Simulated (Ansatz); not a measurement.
End structure of a constructed model of the (0001) surface of hcp Hf, a pseudomorphic layer of Mo in the host's stacking (bottom of the slab: a bare face, its two planes held):

```
CELL_PARAMETERS angstrom
      3.20485     0.00000     0.00000
     -1.60243     2.77549     0.00000
      0.00000     0.00000    32.00000
ATOMIC_POSITIONS crystal
  Hf 0.66667 0.33333 0.25731
  Hf 0.33333 0.66667 0.33648
  Hf 0.66667 0.33333 0.41669
  Hf 0.33333 0.66667 0.49624
  Hf 0.66667 0.33333 0.57381
  Hf 0.33333 0.66667 0.65721
  Mo 0.66667 0.33333 0.71896
```

Model: 7-atom slab, 15.5 Å thick at the start, 13x13x1 mesh, Fermi-Dirac 0.1 eV, dipole correction, 2 atoms held, the rest relaxed; symmetry of the start imposed; no spin, no spin-orbit, no U. It is one candidate, not shown to be the stable structure of the face.

Q: Predict the work function of the top face from PBE run with Ansatz (a quantum-chemistry and plane-wave program).

A: 4.20 eV
